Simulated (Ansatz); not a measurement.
The reference is HfO₂ in the fluorite structure (space group Fm-3m, No. 225).

```xyz
3
Lattice="0.0000 2.5488 2.5488 2.5488 0.0000 2.5488 2.5488 2.5488 0.0000" Properties=species:S:1:pos:R:3 pbc="T T T"
Hf     0.0000     0.0000     0.0000
O      1.2744     1.2744     1.2744
O      3.8232     3.8232     3.8232
```

Cartesian axes are those of the cell as printed.

Calculations: Kohn–Sham DFT with the PBE functional, run in Ansatz (a quantum-chemistry and plane-wave program) with PAW and 420 eV plane waves, spin-orbit coupling left out.

Perturbation: an isotropic linear strain of −2.00 %; the atoms relax in the strained cell.

### Question
Predict the stress tensor and what it implies for the stiffness.

### Answer
Stress of the strained cell less that of the base (GPa, compression positive):
```
  16.92    0.00    0.00
   0.00   16.92    0.00
   0.00    0.00   16.92
```

Then B = −ΔP/(ΔV/V₀) with ΔV/V₀ = -0.0588 gives secant stiffness values (nonlinear terms included at this strain): B ≈ 288 GPa.

As a check, the harmonic strain energy −½ V₀ Δσ:ε is 35 meV/atom; the computed energy rise is 33 meV/atom.

Stability against distortions was not tested. This is not the structure that HfO2 has at room temperature and ambient pressure.
